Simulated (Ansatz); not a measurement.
**Evanescent states of ZnO (P6_3mc, wurtzite, 4 atoms a cell, 11.8 Å³ an atom) along the normal of (001)**

Computed with r2SCAN (plane waves, PAW; Ansatz, a quantum-chemistry and plane-wave program).

The gap is the functional's own, uncorrected, and κ follows it; spin-orbit coupling is left out. Mid-gap means the computed energy nearest the middle.

Energies count from the valence-band top; κ is the least over a 12×12 mesh across the current.

```
E (eV)  κ (1/Å)  where
------  -------  -----
0.04      0.081      Γ
0.12      0.099      Γ
0.20      0.111      Γ
0.28      0.120      Γ
0.36      0.126      Γ
0.44      0.130      Γ
0.52      0.131      Γ
0.60      0.131      Γ
0.68      0.129      Γ
0.76      0.125      Γ
0.84      0.118      Γ
0.92      0.110      Γ
1.00      0.098      Γ
1.08      0.082      Γ
1.16      0.058      Γ
```

**Question.** How thick must the barrier be to attenuate the transmission by 10^4 when the electrodes' Fermi level lies at 1.08 eV, and what attenuation does that film give at 0.36 eV?

**Answer.** d = 4 ln 10 / (2 × 0.082) = 56.2 Å. At 0.36 eV it gives 4 × 0.126/0.082 = 6.1 decades.
